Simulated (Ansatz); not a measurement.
Output of an Ansatz run (abridged):

```
WARN ansatz: RAYON_NUM_THREADS=1 ignored (pool sized by the plan → 1); use --threads N
Pseudopotentials: kind: paw
Pseudopotential: Y, paw, valence charge 11
Pseudopotential: Si, paw, valence charge 4
Crystal: 6 atoms, lattice volume = 114.173 Å³
Basis set: ecut = 420.4159175005146 eV, 2231 PW (Γ)
Bands: 25, of which v1, the nominal top of the filled ones, is band 19 counted from 1 (18 counted from 0)
Symmetry: 1 space group operations
Space group: P1 (ITA 1), of the structure as read, at distance tolerance 4.9e-5 Å
k-points: 74 of 147 (time reversal used)
PAW frozen core: Y, regenerated for the run's functional, and the local potential with it
PAW frozen core: Si, regenerated for the run's functional, and the local potential with it
Initial density: superposition of atomic densities (neutral atoms: chi_scale 0, normalization atom), corrected by the library's trained network
Initial wavefunctions: pseudopotential atomic-orbital guess
Eigensolver: davidson
Functional: x = slater, c = lda
SCF iter   1: F=—  HF=-9929.500864 eV  |F-HF|=—  |Δ(HF+E_count)|=         —  Δρ=4.85e-3  dr2=1.76e-2  ethr=1.77e-3  ⟨swp⟩=6.3  Hψ=9629  notcnv=0
all-band conjugate gradients solve this SCF's bands
preconditioner: auto → Kerker (q_TF=auto, 2.271 Å⁻¹)
SCF iter   2: F=—  HF=-9929.495918 eV  |F-HF|=—  |Δ(HF+E_count)|=   4.95e-3  Δρ=2.77e-3  dr2=6.35e-3  ethr=4.64e-5  ⟨swp⟩=1.1  Hψ=2526  notcnv=0
SCF iter   3: F=—  HF=-9929.493863 eV  |F-HF|=—  |Δ(HF+E_count)|=   2.05e-3  Δρ=3.21e-4  dr2=1.01e-4  ethr=1.67e-5  ⟨swp⟩=3.0  Hψ=3219  notcnv=0
SCF iter   4: F=—  HF=-9929.493832 eV  |F-HF|=—  |Δ(HF+E_count)|=   3.10e-5  Δρ=3.26e-5  dr2=1.09e-6  ethr=2.66e-7  ⟨swp⟩=3.0  Hψ=3083  notcnv=0
SCF iter   5: F=—  HF=-9929.493833 eV  |F-HF|=—  |Δ(HF+E_count)|=   8.26e-7  Δρ=1.08e-5  dr2=1.50e-7  ethr=2.87e-9  ⟨swp⟩=2.2  Hψ=3022  notcnv=0
SCF iter   6: F=-9929.493833 eV  HF=-9929.493833 eV  |F-HF|=2.85e-9  |Δ(HF+E_count)|=   1.71e-8  Δρ=1.85e-6  dr2=6.99e-9  ethr=2.63e-10  ⟨swp⟩=8.5  Hψ=8066  notcnv=0
SCF 1 converged in 6 iterations: F = -9929.493833 eV  dr2 = 6.99e-9
SCF converged after 6 iterations
Free energy (F): -9929.493833 eV
Harris-Foulkes:  -9929.493833 eV  (|F-HF|=2.85e-9)
Internal energy: -9929.481711 eV  (E = F + TS)
E sigma→0 (E₀):  -9929.487772 eV
Entropy (-TS):   -0.012122 eV (-2.020 meV/atom)
Fermi energy:    10.793681 eV
--- Per-component energies (eV) ---
  E_band       = -140.631547
  E_kinetic    = 780.746352
  E_local      = -1222.609397  (includes V_loc(G=0)·N_el)
  E_nonlocal   = 214.949485
  E_hartree    = 401.580017
  E_xc         = -568.149093
  E_vxc        = -592.766792  (∫ρ·V_xc dr)
  E_paw        = -7392.824208  (= ΣΔE_a)
  E_vpaw       = -124.110963  (= ΣTr[D̂ρ^β])
  E_aug_tail   = 0.000027  (compensation charges beyond the density's cutoff)
  E_ewald      = -2144.171388
  E_core_change = 0.996494  (= ΣΔE_core)
  E_smearing   = -0.012122  (= −TS)
  E_closure    = -0.000000  (closes the sum)
  Σ components = -9929.493833   (vs F -9929.493833, Δ=0.00e0)
--- Forces (eV/Å), atoms counted from 1 ---
  atom   1  Y      0.02049512     0.02674492    -0.16192447
  atom   2  Y     -0.00295678    -0.02575877     0.02220248
  atom   3  Si    -0.03311698    -0.01580804     0.17225563
  atom   4  Si     0.02445250     0.01610997    -0.10887935
  atom   5  Si     0.02353930    -0.01832430    -0.12853575
  atom   6  Si    -0.03241334     0.01703630     0.20488079
  max |Σ_I F_I| component: 6.67e-7 eV/Å
--- Stress (GPa, compression-positive) ---
       -3.447544       0.025826      -0.191768
        0.025826      -3.334836      -0.005946
       -0.191768      -0.005946      -3.955650
  P = ⅓ Tr σ = -3.5793 GPa (-35.793 kbar)
  The stress holds the Pulay correction. Without it, at fixed plane waves, as pw.x and ABINIT print it: P = -3.6084 GPa
--- Band table (eV; the first three rows and the last of 74) ---
  k-point 0: bands = ["-31.7909", "-31.7832", "-12.0079", "-11.8542", "-11.8286", "-11.8249", "-11.8214", "-11.8195", "-1.2759", "0.8512", "2.0747", "7.2310", "7.3753", "7.4112", "8.4746", "8.5011", "8.5613", "9.6616", "9.9122", "10.4019", [...]
  k-point 1: bands = ["-31.7892", "-31.7849", "-11.9708", "-11.8929", "-11.8357", "-11.8339", "-11.8124", "-11.8123", "-0.9603", "-0.0805", "3.4219", "5.5375", "7.3843", "7.4219", "8.4815", "8.5421", "8.6710", "8.9986", "11.4427", "11.6012", [...]
  k-point 2: bands = ["-31.7893", "-31.7821", "-11.9976", "-11.8661", "-11.8547", "-11.8454", "-11.8260", "-11.8154", "-1.0805", "0.8502", "2.3052", "6.1358", "7.1981", "7.3381", "7.7219", "8.6116", "9.1138", "9.8605", "9.9316", "11.3459", [...]
  k-point 73: bands = ["-31.7806", "-31.7771", "-11.9919", "-11.9792", "-11.9221", "-11.8719", "-11.8372", "-11.8291", "0.0805", "1.3616", "2.2314", "4.4511", "6.0978", "6.4103", "6.8183", "8.4344", "8.7602", "9.2034", "9.9418", "11.2789", [...]
```

The structure:

```
CELL_PARAMETERS angstrom
      2.79853    -2.79733     0.00000
      2.79853     2.79733     0.00000
     -2.69519     0.00000     7.29223
ATOMIC_POSITIONS crystal
  Y  0.62884 0.37776 0.75686
  Y  0.37446 0.62554 0.25000
  Si 0.04299 0.79141 0.58513
  Si 0.95701 0.20859 0.41487
  Si 0.20859 0.95701 0.91487
  Si 0.79141 0.04299 0.08513
```

### Question
What input produced this log?

### Answer
Other spellings and defaults could give the same log, and not every line can be read from it. The input that was run (DFT, LDA (PW92), plane waves, default PAW files made with PBE):

Ansatz 0.2 input:
```yaml
# YSi2
crystal:
  lattice:
    - [2.79853400, -2.79733300, 0.00000000]
    - [2.79853400, 2.79733300, 0.00000000]
    - [-2.69519100, 0.00000000, 7.29222600]
  atoms:
    - { symbol: Y, position_ang: [0.77714134, -0.70235437, 5.51917229] }
    - { symbol: Y, position_ang: [2.12473625, 0.70235437, 1.82305650] }
    - { symbol: Si, position_ang: [0.75805966, 2.09357996, 4.26690020] }
    - { symbol: Si, position_ang: [2.14381734, -2.09357996, 3.02532580] }
    - { symbol: Si, position_ang: [0.79622184, 2.09357996, 6.67143880] }
    - { symbol: Si, position_ang: [2.10565516, -2.09357996, 0.62078720] }
basis:
  ecutwfc: 30.9 Ry
kpoints:
  mp_grid: { grid: [7, 7, 3] }
hamiltonian:
  xc: lda
  pseudopotentials: { kind: paw }
scf:
  occupations: { method: gaussian, width: 0.0073 Ry }
output:
  forces: true
  eigenvalues: true
  stress: true
```

The starting cell comes from a database of computed structures (which also holds hypothetical and non-ambient phases and stackings), without a prior relaxation at this level. Its lattice was rescaled by up to half a per cent. One atom was moved a little off its site on purpose. With a pressure of about -4 GPa the cell is away from its equilibrium volume at this level. Ansatz's pressure includes its estimate of the finite-basis (Pulay) stress.

Ansatz is a quantum-chemistry and plane-wave program.
